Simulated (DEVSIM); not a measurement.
Device: Pd/Al2O3/SiO2/p-Si capacitor, at 300 K.

```csv
layer (left to right),material,thickness (nm),Na (cm⁻³)
1,Al2O3,9.50,-
2,SiO2,1.20,-
3,Si,470,1.5e18
```

Metal gate on the left, work function 5.2 eV. Fixed charge at the semiconductor interface 0 cm⁻² (in units of +e); no interface traps.

This is a model device: material constants are rounded textbook-type values typed into the input, and sizes, dopings and lifetimes were drawn at random. Values at 300 K; Nc and Nv go as T^1.5, mobilities as T to minus their exponent, the gap by Varshni's rule with the affinity fixed.

```csv
parameter,Al2O3,SiO2,Si
gap (eV),6.8,9,1.124
affinity (eV),1.35,0.9,4.05
permittivity,9,3.9,11.7
Nc (cm⁻³),-,-,2.86e19
Nv (cm⁻³),-,-,3.1e19
Varshni α (eV/K),-,-,0.000473
Varshni β (K),-,-,636
```

DEVSIM, 1D Poisson equation in equilibrium, Boltzmann statistics, complete ionisation; no quantum confinement or tunnelling. Metal contacts follow the ideal Schottky-Mott rule: no Fermi-level pinning, no interface dipoles.

The temperature was swept, all else fixed.

```tsv
temperature (K)	minimum of the low-frequency capacitance (μF/cm²)	flat-band voltage (V)
250	0.239	0.07
300	0.246	0.10
350	0.255	0.14
400	0.260	0.17
450	0.272	0.21
500	0.281	0.25
```

From the first row to the last the minimum of the low-frequency capacitance goes from 0.239 to 0.281. From the first row to the last the flat-band voltage goes from 0.07 to 0.25.
